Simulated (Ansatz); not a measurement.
**Convergence test for SiGeN2O (P2_1, 10 atoms in the cell)**

```
SiGeN2O
1.0
    5.29444     0.00000     0.00000
    0.00000     4.92377     0.00000
   -2.39921     0.00000     4.72465
Si Ge N O
2 2 4 2
Direct
  0.66517   0.31444   0.51811
  0.33483   0.81444   0.48189
  0.01949   0.31613   0.17566
  0.98051   0.81613   0.82434
  0.08694   0.67513   0.17361
  0.91306   0.17513   0.82639
  0.65278   0.65468   0.57470
  0.34722   0.15468   0.42530
  0.74887   0.24362   0.26796
  0.25113   0.74362   0.73204
```

Computed with HSE06, default PAW files made with PBE (plane waves; Ansatz, a quantum-chemistry and plane-wave program).

The starting cell comes from a database of computed structures (which also holds hypothetical and non-ambient phases and stackings), without a prior relaxation at this level. Its lattice was rescaled by a random factor within 2.5 % of one. In the base run, with a pressure of about 5 GPa the cell is away from its equilibrium volume at this level. Ansatz's pressure includes its estimate of the finite-basis (Pulay) stress.

Held fixed: basis.ecutwfc = 30.9 Ry; hamiltonian.xc = hse06; hamiltonian.pseudopotentials = {kind: paw} (the program's default PAW files); scf.occupations.method = fermi_dirac; scf.occupations.width = 0.0007 Ry.

ΔF is the free energy per atom less that of the last row (3 3 3).

| kpoints.mp_grid.grid | ΔF (meV/atom) | pressure (GPa) | largest force (eV/Å) | gap on the mesh (eV) | k-points | iterations |
|---|---|---|---|---|---|---|
| 1 1 1 | 109.8 | 3.78 | 1.513 | 5.937 | 1 | 15 |
| 2 1 2 | -48.1 | 4.22 | 0.422 | 5.754 | 4 | 17 |
| 2 2 2 | 2.9 | 5.17 | 0.224 | 5.718 | 8 | 16 |
| 3 3 3 | 0.00 | 5.24 | 0.213 | 5.729 | 10 | 16 |

Pressure within 0.5 GPa of the last row: from kpoints.mp_grid.grid = 2 2 2 on; the one before it is off by 1.0 GPa. Only the last setting checks this, so the series should go further.

Energy within 5 meV/atom of the last row: from kpoints.mp_grid.grid = 2 2 2 on; the one before it is off by 48 meV/atom. Only the last setting checks this, so the series should go further.

Gaps are taken between levels on the mesh.

Keys are those of Ansatz 0.2.
